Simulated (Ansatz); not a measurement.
Base system: MoSe$_{2}$ (space group P6_3/mmc, No. 194; layered, stacked along the Cartesian z axis).

```xyz
6
Lattice="3.2771 0.0000 0.0000 -1.6386 2.8381 0.0000 0.0000 0.0000 12.7318" Properties=species:S:1:pos:R:3 pbc="T T T"
Mo     0.0000     1.8920     3.1829
Mo     1.6386     0.9460     9.5488
Se     0.0000     1.8920     7.8748
Se     1.6386     0.9460     1.5090
Se     1.6386     0.9460     4.8569
Se     0.0000     1.8920    11.2228
```

Method: plane-wave PAW DFT at the PBE-D3(BJ) level (Ansatz, a first-principles code, 420 eV), spin-orbit coupling left out.

Before the change:

Gap between the host's bands: 0.74 eV
Gap character: indirect, Γ → k = (0.188, 0.188, 0) in the run's primitive reciprocal basis

One thing is altered: hole doping at 3.0×10^21 cm⁻³ (0.355 per cell), with a uniform compensating background at fixed cell and a 300 K Fermi–Dirac width.

Task: Predict the new gap between the host's bands.

Result: The gap between the host's bands rises by 0.03 eV to 0.77 eV.

Task: What does the calculation give for the Fermi level from band edge after the change?

Result: The Fermi level relative to the doped band's edge (positive inside the band; to 0.05 eV) is +0.50 eV.

Task: Predict the new gap character.

Result: The gap character is still indirect, Γ → k = (0.188, 0.188, 0) in the run's primitive reciprocal basis.

Carriers are added with a uniform compensating background; total energy and stress of such cells depend on the potential's zero and are not compared; many-body gap narrowing is missing at this level. Gaps are Kohn–Sham eigenvalue differences; semilocal functionals usually give less than the measured gap. No phonon test of stability was made.
